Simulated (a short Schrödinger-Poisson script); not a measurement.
System: symmetric double-gate stack, SiO2 on p-type Si(111), at 300 K.

| layer | material | thickness (nm) | Na (cm⁻³) |
|---|---|---|---|
| 1 | SiO2 | 0.8 | - |
| 2 | Si | 10 | 1e15 |
| 3 | SiO2 | 0.8 | - |

The device is made up for the run: typed textbook-type constants, with dimensions and the other settings drawn at random. SiO2: permittivity 3.9, conduction-band edge (eV) 3.15, gap (eV) 9, electron mass (mₑ) 0.5. Si: permittivity 11.7, conduction-band edge (eV) 0, gap (eV) 1.124, Nv at 300 K (cm⁻³) 3.1e19.

Channel valleys (confinement mass, in-plane density-of-states mass, number): Δ6 0.258, 0.358, 6. At the gates, both at one voltage, the conduction-band edge of layer 1 lies 3.21 eV − eVg above the Fermi level of the channel. Gaps are held at their typed values at every temperature. Mesh 0.03 nm at interfaces.

From a short Schrödinger-Poisson script (our own, NumPy): 1D Poisson equation in equilibrium, electrons quantum, Hartree (BenDaniel-Duke, 12 states a valley, the channel's in-plane mass for all, wave functions ending at the dielectric), parabolic valleys, classical holes, full ionisation, no traps, pinning or gate leakage.

The same stack at other levels of the model or other numerical settings:

| run | sheet density of all electrons at Vg = 0.75 V (cm⁻²) | sheet density of all electrons at Vg = 0.15 V (cm⁻²) | capacitance of both gates at Vg = 0.75 V (μF/cm²) | gate voltage at 1e11 electrons/cm² (V) | rough cost against the base |
|---|---|---|---|---|---|
| base | 2.11e13 | 3.42e12 | 5.32 | -0.07 | about 1 |
| electrons treated as classical, Boltzmann | 3.23e13 | 5.13e12 | (withheld) | -0.08 | 0.05 |
| electrons treated as classical, Fermi-Dirac | (withheld) | (withheld) | 6.97 | -0.08 | 0.1 |
| mesh six times as coarse | 2.11e13 | 3.42e12 | 5.33 | -0.07 | 0.4 |

Q: Some entries are withheld; supply them.

A: 
- electrons treated as classical, Boltzmann, capacitance of both gates at Vg = 0.75 V (μF/cm²): 7.90
- electrons treated as classical, Fermi-Dirac, sheet density of all electrons at Vg = 0.15 V (cm⁻²): 5.01e12
- electrons treated as classical, Fermi-Dirac, sheet density of all electrons at Vg = 0.75 V (cm⁻²): 2.96e13

The classical rows ignore confinement, and Boltzmann statistics overrate the density once the band edge passes the Fermi level.
